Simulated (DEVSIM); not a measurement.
Device: Schottky contact on n-type Si, at 350 K.

Layer 1 from the left is Si, thickness (μm) 7.10, Nd (cm⁻³) 1.6e16, τn (s) 0.00073, τp (s) 0.00073.

Left contact: Schottky, work function 4.65 eV, emission velocity 1.6e6 cm/s. Right contact: ohmic. Voltage is applied to the left contact. Recombination: SRH at mid-gap, Auger. Mobility is constant in doping.

Constants are typed, rounded textbook-type inputs, not results; the design itself was drawn at random and stands for no fabricated device. Values at 300 K; Nc and Nv go as T^1.5, mobilities as T to minus their exponent, the gap by Varshni's rule with the affinity fixed.

Si: gap (eV) 1.124, affinity (eV) 4.05, permittivity 11.7, Nc (cm⁻³) 2.86e19, Nv (cm⁻³) 3.1e19, μn (cm²/Vs) 1417, μp (cm²/Vs) 470, T exponent of μn 2.3, T exponent of μp 2.2, Cn (cm⁶/s) 2.8e-31, Cp (cm⁶/s) 9.9e-32, Varshni α (eV/K) 0.000473, Varshni β (K) 636.

**Question.** Estimate by hand the built-in potential, the peak field at zero bias, the capacitance at -4 V, and compare with a numerical solution.

**Answer.** 
- Built-in potential: barrier φB = 0.600 eV; Vbi = φB − kT/q ln(N_band/N) = 0.367 V; numerical 0.367 V.
- Peak field at zero bias: depletion approximation: W = √(2εVbi/(qN)) = 0.172 μm with N = 1.60e16 cm⁻³; field = 2Vbi/W = 42600 V/cm; numerical 40700 V/cm (estimate above by 4.7 %).
- Capacitance at -4 V: C = √(qεN / 2(Vbi + |V|)) = 17.4 nF/cm²; numerical 17.5 nF/cm².

Simulated with DEVSIM: 1D drift-diffusion, Boltzmann statistics, complete ionisation; no tunnelling, impact ionisation, image-force lowering or self-heating. Metal contacts follow the ideal Schottky-Mott rule: no Fermi-level pinning, no interface dipoles.
